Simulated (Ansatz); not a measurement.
The starting structures come from a database of crystals and need not be the phases stable at ambient conditions.

Tunnelling through a barrier is set by its complex band structure: the current falls as exp(−2κd) with the smallest κ.

Data:

```
AlGaP2
1.0
    3.94280     0.00000     0.00000
    0.00000     3.94280     0.00000
    0.00000     0.00000     5.56472
Al Ga P
1 1 2
Cartesian
  1.97140   1.97140   2.78236
  0.00000   0.00000   0.00000
  0.00000   1.97140   1.39335
  1.97140   0.00000   4.17137
```

Space group of this cell: P-4m2. The cell is strained (all lengths scaled by 1.02); by PBEsol its mean pressure is -4.7 GPa.

Transport runs along the normal of the first two printed cell vectors, the (001) plane of the conventional cell.

The gap is the functional's own. No spin-orbit coupling. Mid-gap values are interpolated on the energy grid.

Q: Predict the band gap and the smallest decay constant κ at mid-gap from PBEsol (Ansatz, an electronic-structure program).

A: Gap 1.47 eV on a 8×8×6 mesh; κ = 0.128 1/Å, at the zone centre.
